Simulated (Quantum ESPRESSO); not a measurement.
Quantum ESPRESSO run on V₆FeNi (Pm-3, 8 atoms in the cell): self-consistent single point.

Computed with PBEsol, GBRV 1.5 ultrasoft (PBESOL) pseudopotentials (plane waves; Quantum ESPRESSO 7.5).

The change in words: lattice scaled by 0.98. Reference geometry:
```
V6FeNi
1.0
    4.62972     0.00000     0.00000
    0.00000     4.62972     0.00000
    0.00000     0.00000     4.62972
V Fe Ni
6 1 1
Direct
  0.00000   0.50000   0.74791
  0.00000   0.50000   0.25209
  0.74791   0.00000   0.50000
  0.25209   0.00000   0.50000
  0.50000   0.74791   0.00000
  0.50000   0.25209   0.00000
  0.50000   0.50000   0.50000
  0.00000   0.00000   0.00000
```

Reference input (self-consistent single point, DFT, PBEsol, plane waves, GBRV 1.5 ultrasoft (PBESOL) pseudopotentials): ecutwfc = 50 Ry; ecutrho = 400 Ry; occupations = smearing; smearing = fermi-dirac; degauss = 0.0073499 Ry; K_POINTS = automatic 5 5 5 0 0 0; conv_thr = 1e-10 Ry; mixing_beta = 0.7. This run's input differs from it in these lines:

```diff
@@ -10,3 +10,3 @@
     ibrav = 1
-    A = 4.629720000
+    A = 4.537126000
     nat = 8
```

Output, abridged:

```
     Self-consistent Calculation

     iteration #  1     ecut=    50.00 Ry     beta= 0.70

     negative rho (up, down):  5.901E-03 0.000E+00

     total energy              =   -1456.66223296 Ry
     estimated scf accuracy    <      10.21412183 Ry

     iteration #  2     ecut=    50.00 Ry     beta= 0.70

     negative rho (up, down):  4.458E-03 0.000E+00

     total energy              =   -1458.23233702 Ry
     estimated scf accuracy    <      74.74846929 Ry

     iteration #  3     ecut=    50.00 Ry     beta= 0.70

     negative rho (up, down):  4.564E-03 0.000E+00

     total energy              =   -1461.60125550 Ry
     estimated scf accuracy    <      15.99807388 Ry

   [... 17 blocks of this kind left out ...]

     iteration # 21     ecut=    50.00 Ry     beta= 0.70

     negative rho (up, down):  4.182E-03 0.000E+00

     total energy              =   -1463.29118992 Ry
     estimated scf accuracy    <          4.2E-10 Ry

     iteration # 22     ecut=    50.00 Ry     beta= 0.70

     negative rho (up, down):  4.182E-03 0.000E+00
     End of self-consistent calculation

     the Fermi energy is    18.9775 ev

!    total energy              =   -1463.29118992 Ry
     estimated scf accuracy    <          3.2E-11 Ry
     smearing contrib. (-TS)   =      -0.01713643 Ry
     internal energy E=F+TS    =   -1463.27405349 Ry

     convergence has been achieved in  22 iterations

     negative rho (up, down):  4.182E-03 0.000E+00

     Forces acting on atoms (cartesian axes, Ry/au):

     atom    1 type  1   force =     0.00000000    0.00000000   -0.00077037
     atom    2 type  1   force =     0.00000000    0.00000000    0.00077037
     atom    3 type  1   force =    -0.00077037    0.00000000    0.00000000
     atom    4 type  1   force =     0.00077037    0.00000000    0.00000000
     atom    5 type  1   force =    -0.00000000   -0.00077037   -0.00000000
   [... lines left out ...]
     Total force =     0.001887     Total SCF correction =     0.000011
   [... lines left out ...]

     negative rho (up, down):  4.182E-03 0.000E+00
          total   stress  (Ry/bohr**3)                   (kbar)     P=      100.39
   0.00068243   0.00000000   0.00000000          100.39        0.00        0.00
   0.00000000   0.00068243   0.00000000            0.00      100.39        0.00
   0.00000000   0.00000000   0.00068243            0.00        0.00      100.39

   JOB DONE.
```

The run converged in 22 iterations. Against the reference run the free energy rises by 11.7 meV/atom, the pressure goes from -4.29 to 10.04 GPa and the largest force goes from 0.034 to 0.020 eV/Å.

The starting cell comes from a database of computed structures (which also holds hypothetical and non-ambient phases and stackings), without a prior relaxation at this level. For this run, on top of that: lattice scaled by 0.98. Spin polarisation is off. With a pressure of about 10 GPa the cell is away from its equilibrium volume at this level.

Cost on one core of a shared machine: roughly 3 min.
